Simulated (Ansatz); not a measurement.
Start from CdSe in the zinc blende structure (space group F-43m, No. 216; a = 6.196 Å).

Levels (all Ansatz, an electronic-structure program, PAW, earlier PAW set): PBE (420 eV, without spin-orbit coupling); PBEsol (420 eV, spin-orbit coupling left out); r2SCAN (500 eV, scalar-relativistic without spin-orbit coupling); HSE06 (420 eV, without spin-orbit coupling); PBEsol+SOC (420 eV, with spin-orbit coupling); HSE06+SOC (420 eV, noncollinear with spin-orbit coupling).

Levels that relaxed their own cell: PBE and PBEsol.

```json
[
 {"level": "PBE", "band gap": "0.49 eV", "lattice parameter a": "6.196 Å"},
 {"level": "PBEsol", "band gap": "0.48 eV", "lattice parameter a": "6.082 Å"},
 {"level": "r2SCAN", "band gap": "1.09 eV", "lattice parameter a": "–"},
 {"level": "HSE06", "band gap": "1.55 eV", "lattice parameter a": "–"},
 {"level": "PBEsol+SOC", "band gap": "0.36 eV", "lattice parameter a": "–"},
 {"level": "HSE06+SOC", "band gap": "1.41 eV", "lattice parameter a": "–"}
]
```

Measured: band gap 1.77 eV (0 K or low temperature; as listed in arXiv:1206.3780); lattice parameter a 6.077 Å (room temperature; as listed in arXiv:1206.3780).

Computed minus measured — band gap: PBE -1.28 eV, PBEsol -1.29 eV, r2SCAN -0.68 eV, HSE06 -0.22 eV, PBEsol+SOC -1.41 eV, HSE06+SOC -0.36 eV (closest: HSE06); lattice parameter a: PBE +2.0 %, PBEsol +0.1 % (closest: PBEsol). Measured values not marked as corrected hold thermal and zero-point effects that the static-lattice runs lack. A measured gap can be an optical one, lowered by exciton binding. Levels without spin-orbit coupling miss its lowering of the gap, often about a third of the valence-band splitting.

Single points use the geometry relaxed with PBEsol. Differences between runs with and without spin-orbit coupling are approximate. Whether these cells are dynamically stable was not tested.
